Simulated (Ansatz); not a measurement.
**PBE against r2SCAN: CoSi2, Co → Ni**

Take CoSi2 (space group Fm-3m, No. 225; a = 5.360 Å; non-magnetic) as the base.

(Cell as relaxed with PBE.)

Levels (all Ansatz, an electronic-structure program, PAW, earlier PAW set): PBE (420 eV, without spin-orbit coupling); r2SCAN (500 eV, without spin-orbit coupling).

Each level relaxes its own structure.

```json
[
 {"base": "volume per atom", "PBE": "12.84 Å³", "r2SCAN": "12.51 Å³"},
 {"base": "lattice parameter a", "PBE": "5.360 Å", "r2SCAN": "5.315 Å"},
 {"base": "band gap", "PBE": "zero", "r2SCAN": "zero"}
]
```

One thing is altered: every Co is replaced by Ni; the structure is relaxed again.

| quantity | PBE | r2SCAN |
|---|---|---|
| band gap | zero | … |
| shortest interatomic distance | 2.357 Å | … |

### Question
Given the PBE results, estimate those of r2SCAN.

### Answer

- band gap, r2SCAN: zero
- shortest interatomic distance, r2SCAN: 2.334 Å

PBE's shortest interatomic distance lies 0.0235 Å above r2SCAN's (1.0 %); the two agree on the band gap. Neither level is exact; r2SCAN is the comparison here, not a measurement.

No phonon test of stability was made. Seeded moments were not kept for Co → Ni and the base. All final runs are without spin polarisation. An odd electron count without spin: CoSi2.
